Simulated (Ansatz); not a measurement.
Consider BeSe in the zinc blende structure (space group F-43m, No. 216).

```yaml
crystal:
  lattice:
    - [0.00000, 2.54081, 2.54081]
    - [2.54081, 0.00000, 2.54081]
    - [2.54081, 2.54081, 0.00000]
  atoms:
    - { symbol: Be, position: [0.00000, 0.00000, 0.00000] }
    - { symbol: Se, position: [0.25000, 0.25000, 0.25000] }
```

Cartesian axes are those of the cell as printed.

Method: DFT with LDA, PAW potentials and a 420 eV plane-wave cutoff in Ansatz (a program for electronic structure), no spin-orbit coupling.

Strains are applied to the cell and any free atomic positions relax.

One change was made to it. Results:

```tsv
quantity	base	after
smallest direct gap	4.43 eV	4.08 eV
energy relative to the base (free energy F)	0 meV/atom	+5.8 meV/atom
shortest interatomic distance	2.200 Å	2.186 Å
```

Problem. Which change produced these results?
A. tensor shear ε_xy = +2.00 %
B. tensor shear ε_xy = +0.86 %
C. tensor shear ε_xy = +0.57 %
D. tensor shear ε_xy = +1.43 %
E. tensor shear ε_xy = +1.14 %

Solution. A, tensor shear ε_xy = +2.00 %. For comparison, the energy relative to the base in the other runs: tensor shear ε_xy = +1.14 % gives +1.9 meV/atom; tensor shear ε_xy = +0.57 % gives +0.5 meV/atom; tensor shear ε_xy = +1.43 % gives +3.0 meV/atom; tensor shear ε_xy = +0.86 % gives +1.1 meV/atom.

Stability against distortions was not tested.
